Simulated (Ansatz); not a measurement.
**CuI: response to strain**

Consider CuI in the zinc blende structure (space group F-43m, No. 216; a = 6.079 Å).

Strains are applied to the cell and any free atomic positions relax.

All numbers come from Kohn–Sham DFT with the PBE functional, run in Ansatz (a program for electronic structure) with PAW and 420 eV plane waves, no SOC.

Notes on the quantities. energy relative to the base: free energy F.

```csv
isotropic strain (%),energy relative to the base (meV/atom)
-3,31.3
-2,13.3
-1,?
-0.5,0.8
0,0.0
0.5,0.8
1,3.0
2,11.4
3,24.5
```

Question: Fit ΔE = Aε² + Bε³ (ε in %) to the rows shown and predict the withheld row.

Answer: Least squares on the printed values gives A = 3.10 and B = -0.13 meV/atom (largest residual 0.1 meV/atom); this predicts 3.2 meV/atom, and the run gives 3.2 meV/atom, in agreement.

Whether these cells are dynamically stable was not tested. All final runs are without spin polarisation.
